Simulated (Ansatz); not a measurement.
## Si well of 9 atomic layers along [001] in random Si0.5Ge0.5, interfaces sharp

Prepared with Tersoff's 1989 multicomponent potential (SiCGe.tersoff) (LAMMPS): minimisation. Geometry as solved with PBE, support functions at accuracy medium on the grid of 370 eV in Ansatz (a first-principles code).

```xyz
648
Lattice="16.85 0.00 0.00 0.00 16.85 0.00 0.00 0.00 49.99" Properties=species:S:1:pos:R:3 pbc="T T T"
Si    -0.01     0.00    -0.03
Ge     1.39     1.42     1.38
Si     2.83     2.80    -0.04
Ge     4.20     4.25     1.36
Si     2.80     0.03     2.80
Ge     4.18     1.43     4.21
Si    -0.01     2.83     2.81
Si     1.42     4.18     4.17
Ge     0.00     0.08     5.60
Si     1.42     1.45     7.03
Si     2.76     2.83     5.61
Ge     4.22     4.21     6.99
Si     2.81     0.08     8.41
Si     4.23     1.42     9.76
Si     0.05     2.82     8.40
Si     1.43     4.20     9.76
Ge     0.03     0.06    11.27
Si     1.45     1.45    12.63
Ge     2.85     2.83    11.19
Si     4.25     4.23    12.62
Ge     2.83     0.04    14.04
Si     4.22     1.44    15.43
Ge     0.02     2.84    14.02
Si     1.39     4.24    15.45
Si     0.01    -0.01    16.89
Si     1.39     1.39    18.23
Ge     2.80     2.82    16.83
Si     4.24     4.24    18.20
Si     2.80    -0.01    19.56
Si     4.22     1.40    20.89
Si     0.00     2.82    19.57
Si     1.42     4.21    20.91
Si     0.00     0.01    22.25
Si     1.41     1.41    23.60
Si     2.81     2.80    22.25
Si     4.21     4.21    23.59
Si     2.81     0.01    24.95
Si     4.21     1.41    26.30
Si     0.00     2.81    24.94
Si     1.41     4.21    26.28
Si    -0.02     0.01    27.62
Si     1.37     1.43    28.96
Si     2.81     2.82    27.64
Si     4.22     4.22    28.99
Ge     2.80     0.00    30.32
Ge     4.24     1.45    31.71
Si    -0.03     2.79    30.34
Ge     1.36     4.24    31.72
Si    -0.01     0.04    33.13
Ge     1.38     1.41    34.60
Ge     2.81     2.85    33.17
Si     4.24     4.24    34.53
Si     2.82     0.01    35.99
Si     4.17     1.40    37.36
Si    -0.04     2.84    35.99
Si     1.38     4.19    37.35
Ge    -0.02     0.03    38.77
Si     1.41     1.43    40.14
Si     2.75     2.78    38.72
Ge     4.16     4.18    40.13
Ge     2.79     0.02    41.56
Si     4.19     1.39    43.02
Ge     0.03     2.80    41.59
Si     1.44     4.18    42.99
Si     0.00     0.00    44.29
Ge     1.42     1.36    45.73
Si     2.82     2.80    44.35
Ge     4.22     4.23    45.76
Si     2.83    -0.01    47.18
Si     4.17     1.44    48.54
Ge    -0.02     2.76    47.19
Ge     1.44     4.22    48.56
Ge    -0.02     5.59     0.02
Ge     1.43     7.03     1.43
Si     2.83     8.44     0.00
Si     4.25     9.79     1.35
Si     2.80     5.58     2.82
Ge     4.25     7.01     4.18
Si    -0.02     8.38     2.81
Ge     1.40     9.78     4.18
Ge     0.01     5.60     5.55
Ge     1.47     7.00     6.99
Si     2.84     8.41     5.58
Ge     4.21     9.85     6.97
Si     2.82     5.59     8.43
Ge     4.20     6.99     9.87
Ge     0.02     8.41     8.41
Ge     1.44     9.84     9.85
Ge     0.01     5.55    11.19
Ge     1.42     7.03    12.61
Si     2.84     8.45    11.27
Si     4.22     9.78    12.69
Ge     2.85     5.60    14.06
Si     4.29     6.99    15.44
Ge    -0.04     8.43    14.03
Ge     1.45     9.84    15.41
Si     0.01     5.61    16.83
Si     1.40     7.00    18.21
Ge     2.87     8.39    16.84
Si     4.24     9.86    18.23
Si     2.82     5.62    19.55
Si     4.21     7.03    20.90
Si     0.01     8.41    19.57
Si     1.41     9.82    20.91
Si     0.01     5.61    22.25
Si     1.41     7.02    23.59
Si     2.82     8.42    22.25
Si     4.21     9.83    23.60
Si     2.81     5.61    24.94
Si     4.22     7.02    26.28
Si     0.01     8.42    24.93
Si     1.40     9.82    26.28
Si     0.01     5.60    27.63
Si     1.43     6.99    28.96
Si     2.81     8.42    27.61
Si     4.23     9.81    28.94
Si     2.82     5.63    30.34
Si     4.18     6.98    31.76
Ge    -0.01     8.40    30.33
Ge     1.44     9.78    31.77
Si    -0.01     5.62    33.18
Si     1.41     7.00    34.51
Si     2.82     8.35    33.16
Ge     4.21     9.82    34.54
Ge     2.79     5.60    35.93
Ge     4.20     7.08    37.36
Ge     0.04     8.39    35.96
Si     1.44     9.83    37.35
Si     0.02     5.62    38.69
Ge     1.38     7.06    40.12
Si     2.80     8.49    38.76
Si     4.16     9.84    40.16
Ge     2.79     5.62    41.60
Si     4.20     7.03    43.01
Si     0.02     8.47    41.55
Si     1.45     9.80    42.92
Ge     0.05     5.60    44.37
Ge     1.45     7.07    45.80
Si     2.84     8.45    44.33
Si     4.25     9.78    45.72
Si     2.84     5.63    47.17
Ge     4.24     7.04    48.57
Si     0.02     8.45    47.21
Si     1.44     9.77    48.59
Ge     0.04    11.19    -0.02
Si     1.39    12.63     1.39
Ge     2.76    14.06     0.00
Ge     4.21    15.48     1.42
Ge     2.83    11.20     2.74
Ge     4.26    12.60     4.22
Ge    -0.03    14.04     2.76
Ge     1.41    15.47     4.18
Ge     0.01    11.27     5.60
Si     1.43    12.61     7.02
Ge     2.81    14.02     5.63
Ge     4.21    15.48     7.05
Si     2.80    11.24     8.39
Ge     4.20    12.61     9.81
Ge     0.05    14.01     8.41
Ge     1.46    15.48     9.83
Si    -0.01    11.20    11.25
Ge     1.44    12.61    12.60
Si     2.82    14.03    11.21
Ge     4.23    15.39    12.63
Si     2.88    11.23    14.03
Si     4.22    12.62    15.44
Ge     0.01    14.04    14.04
Ge     1.43    15.44    15.50
Ge     0.02    11.24    16.88
Si     1.45    12.67    18.23
Si     2.85    14.01    16.84
Si     4.20    15.42    18.22
Si     2.82    11.24    19.57
Si     4.22    12.64    20.92
Si     0.01    14.05    19.57
Si     1.41    15.45    20.92
Si     0.00    11.23    22.25
Si     1.40    12.63    23.60
Si     2.81    14.04    22.26
Si     4.21    15.45    23.60
Si     2.80    11.23    24.93
Si     4.21    12.63    26.27
Si     0.00    14.04    24.94
Si     1.40    15.45    26.28
Si    -0.01    11.23    27.62
Si     1.40    12.64    28.94
Si     2.81    14.04    27.61
Si     4.23    15.42    28.95
Ge     2.83    11.23    30.32
Ge     4.25    12.67    31.77
Ge    -0.04    14.03    30.33
Ge     1.40    15.43    31.80
Ge     0.00    11.25    33.14
Si     1.43    12.61    34.55
Si     2.79    14.00    33.19
Ge     4.19    15.41    34.58
Si     2.77    11.21    35.94
Ge     4.19    12.62    37.34
Ge     0.02    14.01    35.93
Ge     1.44    15.43    37.38
Ge     0.04    11.24    38.78
Si     1.42    12.65    40.20
Si     2.79    13.99    38.79
Ge     4.21    15.43    40.12
Si     2.79    11.22    41.55
Ge     4.22    12.60    42.96
Si     0.00    14.04    41.55
Si     1.35    15.45    42.93
Ge     0.02    11.22    44.31
Ge     1.44    12.62    45.77
Ge     2.80    14.10    44.35
Si     4.21    15.48    45.77
Ge     2.85    11.14    47.17
Ge     4.24    12.61    48.61
Ge     0.03    14.07    47.20
Si     1.41    15.51    48.58
Ge     5.61     0.08    -0.03
Si     7.02     1.43     1.40
Ge     8.45     2.83     0.01
Si     9.81     4.27     1.41
Ge     8.39     0.02     2.83
Si     9.80     1.44     4.19
Ge     5.65     2.85     2.80
Si     7.04     4.27     4.19
Ge     5.66     0.01     5.61
Si     7.02     1.44     7.02
Ge     8.42     2.86     5.62
Si     9.82     4.27     7.02
Ge     8.43     0.02     8.40
Si     9.82     1.43     9.82
Si     5.62     2.78     8.40
Ge     7.02     4.20     9.82
Ge     5.62    -0.02    11.16
Ge     7.06     1.39    12.61
Si     8.44     2.79    11.19
Ge     9.80     4.20    12.64
Si     8.44    -0.03    14.01
Ge     9.82     1.40    15.43
Ge     5.63     2.84    14.05
Si     7.04     4.24    15.46
Ge     5.60     0.03    16.84
Si     7.04     1.44    18.21
Si     8.40     2.83    16.83
Si     9.79     4.18    18.23
Si     8.43     0.01    19.55
Si     9.82     1.40    20.92
Si     5.62     2.82    19.55
Si     7.02     4.22    20.91
Si     5.62     0.00    22.25
Si     7.02     1.41    23.60
Si     8.42     2.81    22.26
Si     9.83     4.21    23.60
Si     8.43     0.00    24.94
Si     9.83     1.41    26.29
Si     5.61     2.81    24.95
Si     7.02     4.21    26.29
Si     5.63     0.01    27.64
Si     7.03     1.42    28.99
Si     8.43     2.81    27.63
Si     9.82     4.20    29.00
Si     8.46     0.02    30.32
Si     9.83     1.40    31.69
Si     5.65     2.85    30.33
Si     6.99     4.25    31.71
Ge     5.61    -0.01    33.13
Ge     7.05     1.39    34.57
Ge     8.42     2.83    33.07
Ge     9.88     4.22    34.52
Si     8.45    -0.02    35.94
Ge     9.85     1.42    37.31
Ge     5.59     2.82    35.97
Si     7.00     4.21    37.35
Si     5.57     0.00    38.70
Ge     6.98     1.33    40.15
Ge     8.39     2.81    38.74
Ge     9.83     4.21    40.19
Si     8.37    -0.05    41.59
Ge     9.81     1.39    42.91
Ge     5.57     2.78    41.59
Ge     6.99     4.30    42.95
Si     5.58    -0.01    44.38
Ge     6.99     1.38    45.81
Ge     8.40     2.83    44.36
Ge     9.81     4.28    45.78
Si     8.45     0.02    47.21
Si     9.81     1.41    48.57
Si     5.57     2.81    47.19
Ge     6.98     4.24    48.57
Si     5.64     5.67     0.02
Si     7.03     7.03     1.40
Si     8.39     8.40     0.01
Ge     9.80     9.80     1.40
Si     8.42     5.64     2.80
Si     9.84     6.99     4.16
Si     5.64     8.44     2.75
Si     7.01     9.84     4.15
Si     5.65     5.59     5.57
Ge     7.04     6.98     6.99
Ge     8.45     8.44     5.55
Si     9.80     9.87     6.99
Si     8.45     5.61     8.42
Si     9.78     7.01     9.82
Ge     5.61     8.40     8.41
Ge     7.07     9.81     9.82
Si     5.63     5.60    11.27
Si     7.00     7.00    12.64
Si     8.40     8.33    11.23
Ge     9.81     9.76    12.60
Si     8.37     5.61    14.03
Ge     9.78     7.04    15.41
Si     5.61     8.37    14.03
Ge     6.96     9.80    15.46
Si     5.65     5.62    16.83
Si     7.02     7.01    18.20
Si     8.40     8.42    16.86
Si     9.80     9.79    18.23
Si     8.41     5.61    19.56
Si     9.83     7.01    20.91
Si     5.63     8.43    19.56
Si     7.02     9.83    20.91
Si     5.61     5.62    22.25
Si     7.02     7.02    23.59
Si     8.43     8.42    22.25
Si     9.83     9.83    23.60
Si     8.42     5.61    24.94
Si     9.83     7.01    26.28
Si     5.62     8.42    24.94
Si     7.03     9.82    26.28
Si     5.62     5.62    27.64
Si     7.05     7.00    28.99
Si     8.43     8.41    27.62
Si     9.83     9.82    28.95
Si     8.42     5.59    30.35
Ge     9.83     7.00    31.76
Ge     5.61     8.41    30.38
Si     6.99     9.86    31.77
Si     5.58     5.59    33.11
Ge     6.95     7.01    34.54
Ge     8.41     8.47    33.16
Si     9.80     9.85    34.58
Ge     8.42     5.61    35.97
Si     9.79     7.06    37.35
Si     5.63     8.46    35.97
Si     7.05     9.81    37.33
Ge     5.63     5.61    38.74
Ge     7.07     7.04    40.16
Si     8.42     8.44    38.71
Ge     9.82     9.83    40.15
Si     8.47     5.66    41.59
Si     9.86     7.02    42.95
Ge     5.56     8.43    41.57
Ge     7.02     9.87    42.97
Si     5.60     5.69    44.39
Si     7.00     7.02    45.78
Ge     8.45     8.40    44.39
Si     9.85     9.82    45.79
Si     8.37     5.66    47.16
Ge     9.81     7.02    48.58
Si     5.62     8.42    47.12
Ge     7.02     9.82    48.55
Si     5.64    11.21     0.03
Si     7.04    12.57     1.41
Ge     8.42    13.98     0.00
Ge     9.83    15.42     1.43
Si     8.41    11.24     2.82
Si     9.80    12.63     4.22
Ge     5.68    14.04     2.80
Si     7.06    15.42     4.25
Si     5.69    11.21     5.59
Si     7.06    12.60     6.97
Si     8.43    14.01     5.61
Si     9.78    15.43     6.97
Si     8.43    11.25     8.38
Si     9.77    12.63     9.79
Ge     5.68    14.01     8.40
Si     7.05    15.44     9.80
Ge     5.61    11.20    11.28
Si     6.98    12.65    12.65
Ge     8.41    14.04    11.24
Si     9.81    15.47    12.63
Ge     8.39    11.23    14.02
Ge     9.79    12.66    15.47
Si     5.61    13.99    14.06
Ge     7.03    15.42    15.42
Si     5.59    11.26    16.84
Si     7.01    12.64    18.20
Si     8.40    14.05    16.88
Si     9.82    15.44    18.20
Si     8.41    11.23    19.55
Si     9.82    12.63    20.90
Si     5.61    14.04    19.56
Si     7.02    15.45    20.90
Si     5.62    11.23    22.26
Si     7.02    12.64    23.60
Si     8.42    14.04    22.25
Si     9.83    15.44    23.59
Si     8.43    11.23    24.94
Si     9.83    12.64    26.29
Si     5.62    14.04    24.94
Si     7.03    15.45    26.28
Si     5.62    11.23    27.60
Si     6.99    12.65    28.94
Si     8.42    14.05    27.63
Si     9.83    15.45    28.97
Ge     8.39    11.23    30.33
Ge     9.86    12.66    31.73
Si     5.62    14.05    30.30
Ge     7.04    15.44    31.69
Si     5.65    11.24    33.16
Si     7.00    12.59    34.59
Ge     8.41    14.02    33.20
Si     9.80    15.47    34.56
Si     8.41    11.22    35.96
Si     9.79    12.60    37.36
Si     5.62    13.99    35.93
Ge     7.02    15.41    37.33
Ge     5.64    11.19    38.77
Si     7.07    12.62    40.15
Si     8.41    13.97    38.73
Ge     9.75    15.41    40.16
Si     8.41    11.24    41.53
Ge     9.82    12.58    42.99
Ge     5.67    14.03    41.55
Si     6.98    15.48    42.99
Si     5.61    11.22    44.41
Si     7.01    12.57    45.77
Ge     8.36    14.03    44.38
Ge     9.83    15.43    45.82
Si     8.43    11.20    47.12
Ge     9.85    12.57    48.53
Ge     5.62    14.03    47.13
Ge     7.04    15.46    48.56
Ge    11.23     0.03    -0.01
Si    12.68     1.41     1.38
Si    14.08     2.78     0.04
Si    15.44     4.17     1.42
Si    14.07     0.04     2.76
Si    15.42     1.45     4.16
Ge    11.21     2.80     2.77
Ge    12.62     4.23     4.24
Ge    11.17    -0.01     5.56
Ge    12.63     1.42     6.97
Si    14.05     2.79     5.57
Ge    15.44     4.18     7.01
Ge    14.01     0.00     8.45
Ge    15.44     1.48     9.84
Ge    11.22     2.86     8.43
Si    12.66     4.21     9.85
Ge    11.22     0.04    11.24
Si    12.65     1.44    12.65
Si    14.01     2.84    11.26
Si    15.43     4.20    12.61
Si    13.98     0.04    14.05
Ge    15.46     1.36    15.44
Si    11.23     2.78    14.01
Ge    12.62     4.19    15.40
Si    11.22     0.00    16.85
Si    12.60     1.38    18.24
Ge    14.04     2.80    16.87
Si    15.47     4.24    18.22
Si    14.03     0.00    19.57
Si    15.44     1.41    20.91
Si    11.22     2.80    19.57
Si    12.63     4.20    20.91
Si    11.23     0.00    22.25
Si    12.63     1.40    23.60
Si    14.04     2.81    22.26
Si    15.44     4.21    23.60
Si    14.03     0.00    24.94
Si    15.43     1.41    26.28
Si    11.23     2.80    24.94
Si    12.63     4.21    26.28
Si    11.24     0.00    27.63
Si    12.64     1.41    28.99
Si    14.03     2.81    27.63
Si    15.44     4.20    28.98
Si    14.03     0.03    30.36
Si    15.46     1.39    31.72
Si    11.21     2.79    30.34
Ge    12.62     4.21    31.72
Ge    11.23     0.01    33.13
Si    12.66     1.41    34.56
Ge    14.09     2.80    33.16
Si    15.48     4.24    34.58
Si    14.04     0.05    35.93
Si    15.43     1.41    37.31
Si    11.27     2.79    35.89
Ge    12.64     4.23    37.28
Ge    11.25     0.03    38.81
Si    12.66     1.41    40.22
Ge    14.03     2.77    38.74
Ge    15.48     4.23    40.12
Si    14.09     0.02    41.55
Si    15.43     1.38    42.96
Si    11.26     2.79    41.55
Ge    12.61     4.19    43.00
Ge    11.25     0.02    44.38
Si    12.65     1.45    45.75
Si    14.04     2.75    44.34
Ge    15.40     4.18    45.75
Ge    14.05     0.06    47.16
Si    15.44     1.40    48.64
Ge    11.23     2.80    47.18
Ge    12.63     4.20    48.67
Si    11.20     5.63     0.04
Si    12.60     7.04     1.36
Si    13.96     8.42    -0.03
Ge    15.42     9.76     1.39
Ge    14.03     5.64     2.75
Si    15.46     7.02     4.16
Si    11.21     8.36     2.77
Ge    12.55     9.79     4.21
Si    11.16     5.61     5.60
Ge    12.59     6.95     7.02
Ge    14.03     8.37     5.59
Ge    15.41     9.84     7.02
Si    14.00     5.55     8.43
Ge    15.39     6.98     9.80
Ge    11.17     8.45     8.42
Si    12.62     9.84     9.79
Ge    11.24     5.65    11.21
Si    12.61     7.05    12.64
Ge    14.00     8.46    11.23
Si    15.43     9.86    12.62
Ge    14.06     5.64    14.00
Si    15.48     6.99    15.46
Si    11.23     8.39    14.01
Ge    12.64     9.80    15.39
Ge    11.20     5.61    16.86
Si    12.63     7.01    18.25
Ge    14.07     8.38    16.85
Si    15.45     9.82    18.25
Si    14.05     5.61    19.57
Si    15.45     7.02    20.92
Si    11.22     8.42    19.57
Si    12.63     9.83    20.91
Si    11.23     5.61    22.25
Si    12.64     7.02    23.60
Si    14.04     8.43    22.25
Si    15.44     9.83    23.60
Si    14.04     5.62    24.95
Si    15.46     7.02    26.29
Si    11.23     8.42    24.94
Si    12.63     9.83    26.29
Si    11.23     5.60    27.64
Si    12.67     6.99    28.95
Si    14.05     8.42    27.62
Si    15.41     9.85    28.97
Si    14.04     5.59    30.31
Ge    15.40     6.98    31.77
Ge    11.27     8.43    30.33
Si    12.68     9.81    31.75
Si    11.28     5.64    33.16
Si    12.66     7.02    34.53
Si    14.00     8.41    33.14
Ge    15.42     9.80    34.55
Si    14.07     5.65    35.90
Si    15.45     6.97    37.33
Ge    11.23     8.42    35.95
Si    12.61     9.84    37.37
Ge    11.20     5.66    38.72
Ge    12.61     7.08    40.18
Ge    14.08     8.44    38.73
Si    15.49     9.82    40.17
Ge    14.04     5.62    41.56
Ge    15.48     7.05    42.95
Si    11.21     8.45    41.61
Si    12.59     9.83    42.99
Si    11.22     5.66    44.36
Si    12.55     7.04    45.78
Ge    13.98     8.42    44.40
Ge    15.43     9.85    45.82
Ge    13.97     5.64    47.15
Ge    15.42     7.06    48.57
Si    11.22     8.45    47.17
Si    12.62     9.81    48.56
Si    11.23    11.16    -0.04
Ge    12.57    12.61     1.39
Ge    14.03    14.07     0.03
Si    15.45    15.51     1.38
Ge    14.03    11.22     2.83
Si    15.44    12.64     4.18
Si    11.19    13.99     2.82
Ge    12.64    15.44     4.12
Si    11.15    11.22     5.60
Ge    12.60    12.59     7.00
Ge    14.04    14.02     5.57
Ge    15.45    15.45     7.01
Si    13.99    11.20     8.42
Ge    15.43    12.58     9.82
Ge    11.18    14.07     8.42
Si    12.59    15.46     9.82
Ge    11.19    11.23    11.16
Ge    12.62    12.62    12.64
Ge    14.01    14.06    11.20
Ge    15.40    15.49    12.66
Si    14.04    11.20    13.99
Ge    15.40    12.61    15.42
Ge    11.22    14.11    14.06
Si    12.61    15.52    15.45
Ge    11.23    11.21    16.86
Si    12.63    12.64    18.25
Ge    14.00    14.09    16.84
Si    15.46    15.46    18.24
Si    14.04    11.23    19.57
Si    15.45    12.64    20.91
Si    11.22    14.04    19.57
Si    12.63    15.44    20.91
Si    11.23    11.23    22.25
Si    12.63    12.63    23.59
Si    14.04    14.04    22.25
Si    15.44    15.45    23.59
Si    14.04    11.23    24.94
Si    15.44    12.64    26.29
Si    11.23    14.04    24.94
Si    12.63    15.44    26.29
Si    11.23    11.24    27.63
Si    12.63    12.64    29.01
Si    14.03    14.04    27.64
Si    15.40    15.48    28.97
Si    14.03    11.22    30.37
Si    15.42    12.60    31.71
Si    11.25    14.08    30.33
Si    12.63    15.47    31.68
Ge    11.24    11.17    33.14
Ge    12.63    12.65    34.55
Ge    14.03    14.05    33.07
Ge    15.43    15.49    34.52
Ge    14.04    11.24    36.01
Si    15.49    12.63    37.37
Ge    11.17    14.05    35.97
Ge    12.67    15.48    37.35
Si    11.21    11.21    38.70
Ge    12.63    12.59    40.10
Ge    14.11    14.05    38.76
Si    15.47    15.46    40.21
Ge    14.05    11.19    41.57
Si    15.47    12.63    42.91
Ge    11.23    14.01    41.55
Ge    12.68    15.45    42.94
Si    11.23    11.19    44.41
Si    12.62    12.58    45.77
Ge    14.06    13.96    44.36
Ge    15.47    15.47    45.73
Si    13.98    11.23    47.19
Ge    15.41    12.62    48.58
Si    11.25    13.98    47.13
Ge    12.61    15.42    48.52
```
